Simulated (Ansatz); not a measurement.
The cell is made up: elements placed on another compound's structure type, so the phase may be hypothetical.

By PBEsol, the system below comes out a metal.

A figure of merit of an interconnect metal is its ballistic conductance per area.

Consider the following.

```
NbRu
1.0
    3.03685     0.00000     0.00000
    0.00000     4.56126     0.02542
    0.00000    -1.56156     6.70466
Nb Ru
3 3
Direct
  0.00000   0.69139   0.32338
  0.00000   0.30861   0.67662
  0.00000   0.00000   0.00000
  0.50000   0.50000   0.00000
  0.50000   0.20536   0.34762
  0.50000   0.79464   0.65238
```

Space group of this cell: P2/m. The cell was relaxed by PBE-D3(BJ); by PBEsol its mean pressure is -0.6 GPa.

The current flows along the normal of the first two printed cell vectors. No spin-orbit coupling; the value is a mean over 0.1 eV about the Fermi level.

State the ballistic conductance per area according to Ansatz (a program for electronic structure) with PBEsol.

0.70 × 10¹⁵ S/m² for both spins.
